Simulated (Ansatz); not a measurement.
## AlRu under a change: pressure 4.5 GPa

Start from AlRu in the CsCl type structure (space group Pm-3m, No. 221; a = 2.983 Å).

Perturbation: a hydrostatic pressure of 4.5 GPa.

Level of theory: DFT with r2SCAN, PAW potentials and a 500 eV plane-wave cutoff in Ansatz (a first-principles code), spin-orbit coupling left out. Γ-centred 16×16×16 mesh, Fermi–Dirac width 0.05 eV.

* **Density**: 8.17 g/cm³ (base 8.01 g/cm³)
* **Lattice parameter a**: 2.963 Å (base 2.983 Å)
* **Shortest interatomic distance**: 2.566 Å (base 2.583 Å)
* **Enthalpy H = E + PV relative to the base's energy**: +0.37 eV/atom
* **Band gap**: zero (base zero)

Final structure:

```yaml
crystal:
  lattice:
    - [2.96323, 0.00000, 0.00000]
    - [0.00000, 2.96323, 0.00000]
    - [0.00000, 0.00000, 2.96323]
  atoms:
    - { symbol: Al, position: [0.50000, 0.50000, 0.50000] }
    - { symbol: Ru, position: [0.00000, 0.00000, 0.00000] }
```

Load acts through the strain it causes; cell and atoms are relaxed under it. Whether these cells are dynamically stable was not tested. All final runs are without spin polarisation.
